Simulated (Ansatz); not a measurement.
We look at the energy of one form of Si over another. The value is E(A) − E(B), in meV per atom.

A: Si (Fd-3m), 34 atoms in the cell, k-point mesh 4×4×4 on the run's own vectors.
```xyz
34
Lattice="0.0000 7.3723 7.3723 7.3723 0.0000 7.3723 7.3723 7.3723 0.0000" Properties=species:S:1:pos:R:3 pbc="T T T"
Si     3.6861     3.6861     3.6861
Si     0.0000     0.0000     0.0000
Si     5.0434     5.0434     5.0434
Si    13.3873    13.3873    13.3873
Si     5.0434     9.7012     9.7012
Si     8.7295     8.7295    13.3873
Si     9.7012     5.0434     9.7012
Si    13.3873     8.7295     8.7295
Si     9.7012     9.7012     5.0434
Si     8.7295    13.3873     8.7295
Si     7.4393    10.2108     4.5338
Si     4.5338     7.4393    10.2108
Si    10.2108     4.5338     7.4393
Si     3.6191     6.5246     8.2199
Si     6.5246     8.2199     3.6191
Si     8.2199     3.6191     6.5246
Si     7.3052     4.5338     4.5338
Si    10.2108     7.3052    10.2108
Si     4.5338    10.2108     7.4393
Si     3.6191     8.2199     6.5246
Si     6.5246     6.5246    11.1255
Si     8.2199    11.1255     8.2199
Si     7.4393     4.5338    10.2108
Si     4.5338     7.3052     4.5338
Si    10.2108    10.2108     7.3052
Si    11.1255     6.5246     6.5246
Si     8.2199     8.2199    11.1255
Si     6.5246     3.6191     8.2199
Si     7.3052    10.2108    10.2108
Si    10.2108     7.4393     4.5338
Si     4.5338     4.5338     7.3052
Si    11.1255     8.2199     8.2199
Si     8.2199     6.5246     3.6191
Si     6.5246    11.1255     6.5246
```

B: Si (diamond, Fd-3m), 2 atoms in the cell, k-point mesh 10×10×10 on the run's own vectors.
```
Si
1.0
    0.00000     2.73499     2.73499
    2.73499     0.00000     2.73499
    2.73499     2.73499     0.00000
Si
2
Direct
  0.75000   0.75000   0.75000
  0.50000   0.50000   0.50000
```

Computed with Ansatz (plane waves, PAW), its default PAW set, cutoff 420 eV, 500 eV for r2SCAN. The structures are at rest with PBE; other levels are single points on them. HSE06 runs on coarser k-point meshes, mended by the PBE difference between the two meshes. Neutral cells; Fermi-Dirac smearing of at most 0.05 eV in the solids, energies taken to zero width. The lattices are those relaxed with PBE, so at other levels the solids can be strained, which adds to the spread. Larger cells are relaxed from a start prepared with the learned potential CHGNet, on a coarser mesh till forces fall under 0.03 eV/Å, which some starts already meet. A dispersion term (D3(BJ), or D4 for r2SCAN) was computed beside these levels and is taken off wherever the name lacks it. No zero-point or thermal terms. Cells are local rest points, mostly with their start's symmetry. No phonons were computed, so the higher form may be unstable once its symmetry is let go.

Problem. Predict the value from HSE06.

Solution. 65 meV/atom for A less B, so Si (diamond, Fd-3m) (B) lies lower.

Problem. What do the other levels give, and how wide is the spread?

Solution. 
| Method | value (meV/atom) | less HSE06 |
|---|---|---|
| PBE | 51 | -14 |
| r2SCAN | 81 | 16 |

The levels span 30 meV/atom, from PBE (51) to r2SCAN (81).

Ansatz is a program for electronic structure.
